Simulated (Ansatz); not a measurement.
**How far PBE and r2SCAN part for Pt, isotropic strain −2.08 %**

Consider Pt in the fcc (Cu type) structure (space group Fm-3m, No. 225; a = 3.9719 Å; relaxed with 0.1 eV smearing).

(Cell as relaxed with PBE.)

Levels (all Ansatz, an electronic-structure program, PAW, earlier PAW set): PBE (420 eV, no spin-orbit coupling); r2SCAN (500 eV, no spin-orbit coupling).

Each level relaxes its own structure.

```csv
base,PBE,r2SCAN
volume per atom,15.66 Å³,15.31 Å³
lattice parameter a,3.972 Å,3.942 Å
band gap,zero,zero
```

One thing is altered: an isotropic linear strain of −2.08 %, atoms relaxed at fixed cell.

```csv
quantity,PBE,r2SCAN
pressure,18.5 GPa,…
energy relative to the base (free energy F),+52 meV/atom,…
band gap,zero,…
```

Given the PBE results, estimate those of r2SCAN.


- pressure, r2SCAN: 20.2 GPa
- energy relative to the base (free energy F), r2SCAN: +55 meV/atom
- band gap, r2SCAN: zero

PBE's pressure lies 1.7 GPa below r2SCAN's; PBE's energy relative to the base lies 3.6 meV/atom below r2SCAN's; the two agree on the band gap. Neither level is exact; r2SCAN is the comparison here, not a measurement.

No phonon test of stability was made. The final runs are not spin-polarised.
